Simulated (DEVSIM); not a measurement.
Structure: Cr/SiON/SiO2/p-Si capacitor, at 300 K.

```csv
layer (left to right),material,thickness (nm),Na (cm⁻³)
1,SiON,2.50,-
2,SiO2,0.920,-
3,Si,1500,1.5e17
```

Metal gate on the left, work function 4.5 eV. Fixed charge at the semiconductor interface -3.6e10 cm⁻² (in units of +e); interface traps 4.1e10 cm⁻² eV⁻¹, uniform in energy, neutral level at 0.5 of the gap above the valence band.

The device is made up for the run: typed textbook-type constants, with dimensions and the other settings drawn at random. Values at 300 K.

| parameter | SiON | SiO2 | Si |
|---|---|---|---|
| gap (eV) | 7 | 9 | 1.124 |
| affinity (eV) | 1.4 | 0.9 | 4.05 |
| permittivity | 5.5 | 3.9 | 11.7 |
| Nc (cm⁻³) | - | - | 2.86e19 |
| Nv (cm⁻³) | - | - | 3.1e19 |

DEVSIM, 1D Poisson equation in equilibrium, Boltzmann statistics, complete ionisation; no quantum confinement or tunnelling. Metal contacts follow the ideal Schottky-Mott rule: no Fermi-level pinning, no interface dipoles.

### Question
Tabulate band edges, carrier densities and field at 0.1 V on the gate.

### Answer
Energies count from the Fermi level of the right contact; mesh points crowd at the junctions.

```json
[
 {"x (μm)": "0.000", "Ec (eV)": "3.000", "Ev (eV)": "-4.000", "n (cm⁻³)": "< 1e2", "p (cm⁻³)": "< 1e2", "field (V/cm)": "330000"},
 {"x (μm)": "0.0008517", "Ec (eV)": "3.028", "Ev (eV)": "-3.972", "n (cm⁻³)": "< 1e2", "p (cm⁻³)": "< 1e2", "field (V/cm)": "330000"},
 {"x (μm)": "0.001705", "Ec (eV)": "3.057", "Ev (eV)": "-3.943", "n (cm⁻³)": "< 1e2", "p (cm⁻³)": "< 1e2", "field (V/cm)": "330000"},
 {"x (μm)": "0.002540", "Ec (eV)": "3.585", "Ev (eV)": "-5.415", "n (cm⁻³)": "< 1e2", "p (cm⁻³)": "< 1e2", "field (V/cm)": "470000"},
 {"x (μm)": "0.003188", "Ec (eV)": "3.615", "Ev (eV)": "-5.385", "n (cm⁻³)": "< 1e2", "p (cm⁻³)": "< 1e2", "field (V/cm)": "470000"},
 {"x (μm)": "0.004124", "Ec (eV)": "0.486", "Ev (eV)": "-0.638", "n (cm⁻³)": "1.9e11", "p (cm⁻³)": "6.0e8", "field (V/cm)": "150000"},
 {"x (μm)": "0.006057", "Ec (eV)": "0.514", "Ev (eV)": "-0.610", "n (cm⁻³)": "6.5e10", "p (cm⁻³)": "1.8e9", "field (V/cm)": "140000"},
 {"x (μm)": "0.01206", "Ec (eV)": "0.597", "Ev (eV)": "-0.527", "n (cm⁻³)": "2.7e9", "p (cm⁻³)": "4.3e10", "field (V/cm)": "130000"},
 {"x (μm)": "0.02221", "Ec (eV)": "0.717", "Ev (eV)": "-0.407", "n (cm⁻³)": "2.6e7", "p (cm⁻³)": "4.4e12", "field (V/cm)": "110000"},
 {"x (μm)": "0.04287", "Ec (eV)": "0.887", "Ev (eV)": "-0.237", "n (cm⁻³)": "36000", "p (cm⁻³)": "3.2e15", "field (V/cm)": "59000"},
 {"x (μm)": "0.08493", "Ec (eV)": "0.983", "Ev (eV)": "-0.141", "n (cm⁻³)": "880", "p (cm⁻³)": "1.3e17", "field (V/cm)": "3200"},
 {"x (μm)": "0.2084", "Ec (eV)": "0.986", "Ev (eV)": "-0.138", "n (cm⁻³)": "770", "p (cm⁻³)": "1.5e17", "field (V/cm)": "≈ 0"},
 {"x (μm)": "0.4220", "Ec (eV)": "0.986", "Ev (eV)": "-0.138", "n (cm⁻³)": "770", "p (cm⁻³)": "1.5e17", "field (V/cm)": "≈ 0"},
 {"x (μm)": "0.8259", "Ec (eV)": "0.986", "Ev (eV)": "-0.138", "n (cm⁻³)": "770", "p (cm⁻³)": "1.5e17", "field (V/cm)": "≈ 0"},
 {"x (μm)": "1.242", "Ec (eV)": "0.986", "Ev (eV)": "-0.138", "n (cm⁻³)": "770", "p (cm⁻³)": "1.5e17", "field (V/cm)": "≈ 0"},
 {"x (μm)": "1.375", "Ec (eV)": "0.986", "Ev (eV)": "-0.138", "n (cm⁻³)": "770", "p (cm⁻³)": "1.5e17", "field (V/cm)": "≈ 0"},
 {"x (μm)": "1.441", "Ec (eV)": "0.986", "Ev (eV)": "-0.138", "n (cm⁻³)": "770", "p (cm⁻³)": "1.5e17", "field (V/cm)": "≈ 0"},
 {"x (μm)": "1.473", "Ec (eV)": "0.986", "Ev (eV)": "-0.138", "n (cm⁻³)": "770", "p (cm⁻³)": "1.5e17", "field (V/cm)": "≈ 0"},
 {"x (μm)": "1.492", "Ec (eV)": "0.986", "Ev (eV)": "-0.138", "n (cm⁻³)": "770", "p (cm⁻³)": "1.5e17", "field (V/cm)": "≈ 0"},
 {"x (μm)": "1.499", "Ec (eV)": "0.986", "Ev (eV)": "-0.138", "n (cm⁻³)": "770", "p (cm⁻³)": "1.5e17", "field (V/cm)": "≈ 0"},
 {"x (μm)": "1.502", "Ec (eV)": "0.986", "Ev (eV)": "-0.138", "n (cm⁻³)": "770", "p (cm⁻³)": "1.5e17", "field (V/cm)": "≈ 0"},
 {"x (μm)": "1.503", "Ec (eV)": "0.986", "Ev (eV)": "-0.138", "n (cm⁻³)": "770", "p (cm⁻³)": "1.5e17", "field (V/cm)": "≈ 0"}
]
```
